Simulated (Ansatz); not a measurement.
# SiO2, pressure series

Take SiO2 in the rutile structure (space group P4_2/mnm, No. 136; a = 4.1848 Å, c = 2.6684 Å) as the base.

Cell and atoms are relaxed at each pressure.

Level of theory: Ansatz (a quantum-chemistry and plane-wave program) r2SCAN, no spin-orbit coupling, earlier PAW set.

| pressure (GPa) | band gap (eV) |
|---|---|
| -2 | 6.42 |
| -1 | 6.47 |
| 0 | 6.53 |
| 3 | 6.69 |
| 7 | ? |
| 15 | 7.27 |

Task: Fit E_g = E₀ + αP + βP² to the rows shown and predict the withheld row.

Result: Least squares on the printed values gives E₀ = 6.53 eV, α = 54.7 meV/GPa, β = -0.35 meV/GPa² (largest residual 0.00 eV); this predicts 6.89 eV, and the run gives 6.89 eV, in agreement.

Load acts through the strain it causes; cell and atoms are relaxed under it. Stability against distortions was not tested. No other phases were tried under pressure.
